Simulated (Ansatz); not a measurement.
Take Au in the fcc (Cu type) structure (space group Fm-3m, No. 225; a = 4.083 Å) as the base.

Structures relaxed with PBEsol (Ansatz, a first-principles code), no SOC.

Base:

Simulated powder pattern, Co Kα, λ = 1.79026 Å (kinematic, ideal powder, no thermal factors, no anomalous dispersion; the 14 strongest lines at most, above 2 %, up to 2θ = 90°):

```
2θ (°)  I/Imax (%)    hkl
------  ----------  -----
44.63          100  (111)
52.01           49  (200)
76.63           33  (220)
```

Modification: cell and atoms relaxed at a pressure of 9 GPa.

Task: Where do the lines fall after the change?

Result: 
Simulated powder pattern, Co Kα, λ = 1.79026 Å (kinematic, ideal powder, no thermal factors, no anomalous dispersion; the 14 strongest lines at most, above 2 %, up to 2θ = 90°):

```json
[
 {"2θ (°)": "45.35", "I/Imax (%)": "100", "hkl": "(111)"},
 {"2θ (°)": "52.86", "I/Imax (%)": "49", "hkl": "(200)"},
 {"2θ (°)": "78.02", "I/Imax (%)": "33", "hkl": "(220)"}
]
```

The indices refer to the base's conventional cell; one index is shown for lines that coincide.

Load acts through the strain it causes; cell and atoms are relaxed under it. Whether these cells are dynamically stable was not tested. Competing high-pressure phases were not computed.
